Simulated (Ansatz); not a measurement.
Single solute atoms on Al sites of fcc Al, each beside a vacancy: the barrier for the solute to jump into the vacancy, counted from the relaxed pair on adjacent sites of that sublattice. PBE (Ansatz, an electronic-structure program, plane waves to 420 eV, PAW), climbing-image NEB, 32 sites, 5×5×5 shifted, energies as single points at geometries from a coarser mesh; static nuclei, fixed cell, no finite-size correction. This jump alone does not carry the solute far: the vacancy must also move round it. All rows are spin-restricted. Spin-orbit coupling is left out.

The jump length is the distance between the solute's relaxed places before and after the jump, so it follows from relaxing the pair, without the band.

| Row | Solute | Jump length x (Å) | Barrier y (eV) |
|---|---|---|---|
| 1 | Zr | 2.73 | 1.00 |
| 2 | Zn | 2.71 | 0.32 |
| 3 | Hf | 2.80 | 1.12 |
| 4 | Os | 3.24 | 2.03 |
| 5 | Sc | 2.65 | 0.73 |
| 6 | Cu | 3.00 | 0.49 |
| 7 | Si | 2.76 | ? |

Q: Fit a straight line of barrier against jump length to rows 1 to 6, predict row 7, and compare with the computed barrier.

A: Means: x̄ = 2.855 Å, ȳ = 0.948 eV. Sums of products of deviations: Sxx = 0.2510 Å², Sxy = 0.4700 eV Å, Syy = 1.8547 eV². Slope: Sxy/Sxx = 1.87 eV/Å; r² = Sxy²/(Sxx Syy) = 0.47; scatter about the line: √[(Syy − Sxy²/Sxx)/(6 − 2)] = 0.49 eV. Row 7: 0.948 + 1.87 × (2.76 − 2.855) ≈ 0.77 eV. The computed barrier is 0.51 eV, -0.26 eV from the line, within the scatter; the mean ȳ alone misses it by 0.44 eV.
